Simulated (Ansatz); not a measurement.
Consider a 16-atom cell of (Rh,Ir) started in the face-centred cubic structure, site fractions Rh 0.750, Ir 0.250, short-range order -0.06 among the nearest mixed sites of the first mixed sublattice (0 is random, a negative value favours unlike neighbours), space group Fmm2 at the end, an ordered arrangement that its symmetry holds. Its start:

```
CELL_PARAMETERS angstrom
      3.85649     3.85649     3.85591
      3.85644    -3.85644     3.85591
      3.85644    -3.85644    -3.85591
ATOMIC_POSITIONS crystal
  Ir 0.00000 0.75132 0.75132
  Rh 0.24430 0.00137 0.74567
  Rh 0.00000 0.49867 0.49867
  Rh 0.50000 0.25182 0.74535
  Rh 0.24728 0.75130 0.49859
  Rh 0.75272 0.49859 0.75130
  Ir 0.00000 0.25132 0.25132
  Rh 0.50000 0.00371 0.49869
  Ir 0.25011 0.49886 0.24897
  Ir 0.74989 0.24897 0.49886
  Rh 0.50000 0.74535 0.25181
  Rh 0.00000 0.99867 0.99867
  Rh 0.24707 0.25431 0.00138
  Rh 0.75293 0.00138 0.25431
  Rh 0.50000 0.49869 0.00371
  Rh 0.75570 0.74567 0.00137
```

These are r2SCAN (plane waves to 500 eV, PAW; Ansatz, an electronic-structure program) values and carry that method's errors. Scalar-relativistic, without spin–orbit coupling. Its k-point mesh 6×6×6, Fermi–Dirac width 0.05 eV.

Problem. Predict the alloy's volume and bond lengths.

Solution. The volume per atom is 13.83 Å³. The Rh–Rh bonds (within 1.22 times the sum of covalent radii) comes out as 2.697 Å on average, from 2.686 to 2.707 (53) and the Ir–Rh bonds (within 1.22 times the sum of covalent radii) comes out as 2.692 Å on average, from 2.684 to 2.701 (38). The Ir–Ir bonds (within 1.22 times the sum of covalent radii) is 2.691 Å on average, from 2.690 to 2.694 (5).
